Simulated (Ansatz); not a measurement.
**Ru, response to strain**

Base system: Ru in the hcp (Mg type) structure (space group P6_3/mmc, No. 194; a = 2.7043 Å, c = 4.2629 Å; relaxed with 0.1 eV smearing).

Strains are applied to the cell and any free atomic positions relax.

Method: r2SCAN (Ansatz, a quantum-chemistry and plane-wave program), no spin-orbit coupling.

Notes on the quantities. energy relative to the base: free energy F; pressure: mean of the normal stresses, compression positive.

```
case                      volume per atom  energy relative to the base    pressure
------------------------  ---------------  ---------------------------  ----------
base                             13.50 Å³                   0 meV/atom     0.0 GPa
isotropic strain +0.50 %         13.70 Å³                +3.1 meV/atom  (withheld)
isotropic strain +1.00 %         13.91 Å³                 +12 meV/atom    -9.4 GPa
isotropic strain +1.50 %         14.12 Å³                   (withheld)   -13.5 GPa
isotropic strain +2.00 %         14.33 Å³                   (withheld)   -17.3 GPa
isotropic strain +2.50 %         14.54 Å³                 +73 meV/atom   -20.9 GPa
isotropic strain +3.00 %         14.75 Å³                +103 meV/atom   -24.1 GPa
```

Problem. Some entries are withheld; estimate them.

Solution. 
- isotropic strain +0.50 %, pressure: -4.9 GPa
- isotropic strain +1.50 %, energy relative to the base: +27 meV/atom
- isotropic strain +2.00 %, energy relative to the base: +47 meV/atom

No phonon test of stability was made. The final runs are not spin-polarised.
